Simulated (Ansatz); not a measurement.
Band structure of Sr₃SbN (Pm-3m, 5 atoms in the cell).

```
Sr3SbN
1.0
    5.19497     0.00000     0.00000
    0.00000     5.19497     0.00000
    0.00000     0.00000     5.19497
Sr Sb N
3 1 1
Cartesian
  0.00000   2.59748   2.59748
  2.59748   0.00000   2.59748
  2.59748   2.59748   0.00000
  0.00000   0.00000   0.00000
  2.59748   2.59748   2.59748
```

Method: PBEsol, PAW files made with PBE (plane waves; Ansatz, a program for electronic structure).

Settings: kpoints.mp_grid.grid = 5 5 5; hamiltonian.xc = pbesol; hamiltonian.pseudopotentials = {kind: paw} (the program's default PAW files); scf.occupations.method = fermi_dirac; scf.occupations.width = 0.02 eV; kpoints.band_path.npoints = 8.

The starting cell comes from a database of computed structures (which also holds hypothetical and non-ambient phases and stackings), without a prior relaxation at this level. Spin-orbit coupling is off.

### Question
Predict the gap along the standard path and the places of the band edges.

### Answer
The gap along the path is 0.25 eV, direct at Γ to within 0.01 eV.

Levels in eV from the top of the valence band on the path, bands 22 to 29:
```tsv
point	22	23	24	25	26	27	28	29
Γ	-0.96	0.00	0.00	0.00	0.25	0.25	0.94	1.34
X	-1.29	-1.29	-0.59	-0.59	1.46	1.96	1.97	2.93
M	-1.54	-1.48	-1.48	-0.86	2.05	2.87	2.87	3.02
R	-2.38	-1.58	-1.58	-1.58	1.85	1.85	1.85	3.29
```

Keys are those of Ansatz 0.2.
